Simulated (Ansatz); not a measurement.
F on the 1x1 (0001) surface of hcp Co, ferromagnetic, one in a 3x3 cell, energies for each (48.4 Å²). Energies are against ½ F2(g), without zero-point or thermal terms; each row is named by its start.

All values below come from PBE (plane waves to 420 eV, PAW; Ansatz, a quantum-chemistry and plane-wave program).

Set-up: 37 atoms, 6.0 Å thick at the start under the adsorbate (thin: gaps and levels are the slab's own); mesh 5x5x1; 0.1 eV smearing; dipole correction on; 18 atoms held, the rest relaxed; each run with such symmetry as its start has; spin-polarised, no spin-orbit, no U, no dispersion correction.

A negative adsorption energy means that the adsorbate is more stable on the surface than in its reference. Heights count from the host atoms within 0.3 Å of the top one.

| starting site | E_ads (eV) | height (Å) | nearest host atom (Å) | bonded to | Δ work function (eV) | lateral drift (Å) | moment (μB) |
|---|---|---|---|---|---|---|---|
| top Co | ___ | ___ | Co 1.80 | Co | 0.77 | 0.0 | 61.4 |
| hollow Co-Co-Co | -3.00 | 1.52 | Co 2.08 | 3 Co | ___ | 0.0 | 61.3 |
| hollow Co-Co-Co over Co at depth 2.0 Å | ___ | 1.50 | Co 2.07 | 3 Co | 0.23 | 0.0 | 61.4 |

Question: Complete the blanks.

Answer: 
- top Co, E_ads (eV): -2.62
- top Co, height (Å): 1.99
- hollow Co-Co-Co, Δ work function (eV): 0.24
- hollow Co-Co-Co over Co at depth 2.0 Å, E_ads (eV): -3.07
